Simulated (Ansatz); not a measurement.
Consider InAs in the zinc blende structure (space group F-43m, No. 216).

```
CELL_PARAMETERS angstrom
      0.00000     3.05478     3.05478
      3.05478     0.00000     3.05478
      3.05478     3.05478     0.00000
ATOMIC_POSITIONS crystal
  In 0.00000 0.00000 0.00000
  As 0.25000 0.25000 0.25000
```

Cartesian axes are those of the cell as printed.

Level of theory: Ansatz (a quantum-chemistry and plane-wave program), r2SCAN, PAW, cutoff 500 eV, no spin-orbit coupling.

Base values:

| Quantity | Value |
|---|---|
| Valley order | Γ 0.08 eV; L along ⟨111⟩ 1.25 eV |
| Shortest interatomic distance | 2.646 Å |
| Pressure | 0.0 GPa |

Modification: tensor shear ε_xy = +1.71 % (engineering shear γ = 0.0342), atoms relaxed at fixed cell.

Q: What happens to the valley order?

A: The valley order (the lowest conduction-band minima on the path, energy above the VBM, named in the base's zone) goes from Γ 0.08 eV; L along ⟨111⟩ 1.25 eV to Γ 0.01 eV; L along [1-1-1] 1.00 eV; L along [111] 1.29 eV.

Q: What happens to the energy relative to the base?

A: The energy grows by 3.9 meV/atom.

Q: What happens to the shortest interatomic distance?

A: The shortest interatomic distance drops by 0.0100 Å to 2.635 Å.

Q: Predict the new pressure.

A: The pressure (mean of the normal stresses, compression positive) stays 0.0 GPa.

The levels and masses belong to the bands next to the band gap. The cells carry an imposed strain or load. Stability against distortions was not tested. All final runs are without spin polarisation.
